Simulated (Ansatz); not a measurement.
**Relaxation of cell and atoms of YMg₆Cr (Amm2, 8 atoms in the cell) at several settings**

```yaml
crystal:
  lattice:
    - [5.13915, 0.00000, 0.00000]
    - [0.00000, 3.21165, 5.64759]
    - [0.00000, -3.21165, 5.64759]
  atoms:
    - { symbol: Y, position: [0.50000, 0.16680, 0.16680] }
    - { symbol: Mg, position: [0.50000, 0.66302, 0.17326] }
    - { symbol: Mg, position: [0.50000, 0.17326, 0.66302] }
    - { symbol: Mg, position: [0.00000, 0.82314, 0.34520] }
    - { symbol: Mg, position: [0.00000, 0.34520, 0.82314] }
    - { symbol: Mg, position: [0.00000, 0.33586, 0.33586] }
    - { symbol: Mg, position: [0.00000, 0.82820, 0.82820] }
    - { symbol: Cr, position: [0.50000, 0.66451, 0.66451], spin: 3.0 }
```
(The spins are starting values, not results.)

Base: LDA (PW92), default PAW files made with PBE (Ansatz, an electronic-structure program). Its settings: kpoints.mp_grid.grid = 3 3 3; hamiltonian.xc = lda; hamiltonian.pseudopotentials = {kind: paw} (the program's default PAW files); magnetization.spin_polarized = true; scf.occupations.method = cold; scf.occupations.width = 0.136 eV. Starting volume 23.30 Å³ per atom.

Each line gives the change from the base single point and the result:

- relax: default → cell and atoms; relax.cell.p_target: default → -2 GPa: pressure -1.97 GPa; largest force (vector length) 0.006 eV/Å; final cell a = 5.0514 Å, b = 6.6786 Å, c = 6.6786 Å, α = 53.75°, β = 90.00°, γ = 90.00°; final volume per atom 22.71 Å³; relaxation steps 12; free energy against the base single point -18.1 meV/atom.
- relax: default → cell and atoms: pressure 0.00 GPa; largest force (vector length) 0.004 eV/Å; final cell a = 4.9987 Å, b = c = 6.5139 Å, α = 54.15°, β = γ = 90.00°; final volume per atom 21.49 Å³; relaxation steps 11; free energy against the base single point -25.9 meV/atom.

The starting cell comes from a database of computed structures (which also holds hypothetical and non-ambient phases and stackings), without a prior relaxation at this level. With one magnetic atom in the cell only a parallel order is possible. Ansatz's pressure includes its estimate of the finite-basis (Pulay) stress. Without a gap this mesh is coarse (it stands for a supercell whose shortest vector is 15 Å).

Left out of this page: 1 run of the series outside the window shown, repeating another row's setting, or not comparable.

Keys are those of Ansatz 0.2.
